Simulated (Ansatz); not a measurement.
Worked calculations on one periodic cell of amorphous Ti$_{20}$O$_{41}$Ba: Ti20O41Ba, 62 atoms, volume 777.1 Å³, made by a melt-quench on the CHGNet potential and relaxed with DFT. O atoms were pushed apart under 1.9 Å during the dynamics, to hinder bonds among them. It is a model cell: composition and starting density were chosen by hand, and all elements were melted together. Cycles of charging were run to anneal it. Level of theory: PBE, scalar-relativistic without spin-orbit coupling (plane waves to 420 eV, PAW; Ansatz, a first-principles code). Sampling: a 2×2×2 Γ-centred mesh; Fermi-Dirac width 0.02 eV; no spin polarisation. Its volume was held where the quench left it, its shape was free, and it stands at a mean pressure of -0.3 GPa with stress components up to 0.3 GPa; the relaxation ran on the zone centre alone. Its density went from a set 3.74 to 3.74 g/cm³. The cell is small and was quenched far faster than a real film, so it is one sample of the glass.

Four energies for an added electron at PBE on the zone centre alone (charged cells in a uniform background, spin-polarised): neutral at the neutral geometry -79288.160 eV; charged at the neutral geometry -79278.876 eV; charged and relaxed -79278.972 eV; neutral at the charged geometry -79287.924 eV.

### Question
Find the two relaxation energies and their sum, the reorganisation energy.

### Answer
On charging: -79278.876 − (-79278.972) = 0.096 eV. On discharging: -79287.924 − (-79288.160) = 0.236 eV. The sum is 0.332 eV. The carrier's level spreads over 6 of the 62 atoms' worth, so it counts as partly localised, most on one Ti atom with neighbours O 1.88 Å, O 1.89 Å, O 1.89 Å, O 1.93 Å, O 2.31 Å, O 2.40 Å (neutral geometry). The values are uncorrected: the image energy of a point charge in this cell, 2.84 × 14.40 / (2 × 9.2) = 2.2 eV before screening, is screened by electrons alone at the fixed geometry and by ions too after relaxing, and the carrier can be spread before it relaxes, so each term can be off by up to that value times 1/ε∞, some tenths of an eV. PBE's self-interaction favours spread-out carriers, so a hybrid can localise more.

Four energies for a hole at PBE on the zone centre alone (charged cells in a uniform background, spin-polarised): neutral at the neutral geometry -79288.160 eV; charged at the neutral geometry -79294.665 eV; charged and relaxed -79294.760 eV; neutral at the charged geometry -79288.034 eV.

### Question
Find the two relaxation energies and their sum, the reorganisation energy.

### Answer
On charging: -79294.665 − (-79294.760) = 0.095 eV. On discharging: -79288.034 − (-79288.160) = 0.126 eV. The sum is 0.221 eV. The carrier's level spreads over 14 of the 62 atoms' worth, more than a fifth of the atoms or a third of the atoms of its main element (six at least), and the sum is small, so it counts as a band carrier, whose relaxation energy shrinks as the cell grows. PBE's self-interaction favours spread-out carriers, so a hybrid can localise more.
